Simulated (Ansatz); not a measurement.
## Effect of C → W on TiC

The reference is TiC in the rock salt structure (space group Fm-3m, No. 225; a = 4.293 Å).

Modification: every C is replaced by W; the structure is relaxed again.

Method: Kohn–Sham DFT with the PBEsol functional, run in Ansatz (a first-principles code) with PAW and 420 eV plane waves, no spin-orbit coupling, earlier PAW set. Γ-centred 16×16×16 mesh, Fermi–Dirac width 0.05 eV, for the changed cell.

```yaml
volume_per_atom: 17.27 Å³ (base 9.89 Å³)
density: 11.14 g/cm³ (base 5.03 g/cm³)
lattice_parameter_a: 5.170 Å (base 4.293 Å)
space_group: Fm-3m (No. 225) (base Fm-3m (No. 225))
shortest_interatomic_distance: 2.585 Å (base 2.146 Å)
band_gap: zero (base zero)
```

No phonon test of stability was made. As relaxed here, TiW is a hypothetical phase, not in the database extracts checked. All final runs are without spin polarisation.
